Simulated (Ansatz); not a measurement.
**Pressure series in HfO2**

Start from HfO2 (space group Pca2_1, No. 29; a = 5.2467 Å, b = 5.0304 Å, c = 5.0595 Å).

Cell and atoms are relaxed at each pressure.

Calculations: r2SCAN, PAW, 500 eV (Ansatz, a first-principles code; spin-orbit coupling left out).

Two rows of this table had their results exchanged by mistake.

```tsv
pressure	volume per atom (Å³)	shortest distance (Å)	band gap
pressure −2 GPa	11.23	2.036	4.95 eV
pressure −1 GPa	11.18	2.034	4.96 eV
pressure 1.8 GPa	11.04	2.028	4.99 eV
pressure 4.2 GPa	10.93	2.024	5.02 eV
pressure 18 GPa	10.36	1.998	5.23 eV
pressure 30 GPa	8.97	1.958	3.98 eV
pressure 45 GPa	9.29	1.969	4.18 eV
pressure 60 GPa	9.90	1.979	5.24 eV
```

Problem. Which two?

Solution. The rows for pressure 30 GPa and pressure 60 GPa: the volume has to fall steadily with pressure, so 9.90 Å³ belongs to pressure 30 GPa and 8.97 Å³ to pressure 60 GPa.

Spin-orbit coupling, missing from the scalar runs, can matter with Hf. Load acts through the strain it causes; cell and atoms are relaxed under it. No phonon test of stability was made. Competing high-pressure phases were not computed. Along this pressure series the structure jumps between pressure 30 GPa and pressure 45 GPa; cells beyond that are another form of it. This is not the structure that HfO2 has at room temperature and ambient pressure.
